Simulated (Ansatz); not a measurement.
## A computed series for Ta2C: response to strain

Start from Ta$_{2}$C (space group P-3m1, No. 164; a = 3.0953 Å, c = 4.9215 Å; relaxed with 0.1 eV smearing). Axes: x lies along a and z along c of the hexagonal cell.

Strains are applied to the cell and any free atomic positions relax.

Calculations: DFT with PBEsol, PAW potentials and a 420 eV plane-wave cutoff in Ansatz (a program for electronic structure), spin-orbit coupling left out.

Candidates:
(a) uniaxial strain ε_xx = +1.13 %
(b) uniaxial strain ε_xx = −5.23 %
(c) uniaxial strain ε_zz = −1.78 %

Notes on the quantities. energy relative to the base: free energy F.

Q: Order them by energy relative to the base, highest first.

A: (b) uniaxial strain ε_xx = −5.23 % (+65 meV/atom), (c) uniaxial strain ε_zz = −1.78 % (+7.3 meV/atom), (a) uniaxial strain ε_xx = +1.13 % (+2.6 meV/atom)

Stability against distortions was not tested. The final runs are not spin-polarised.
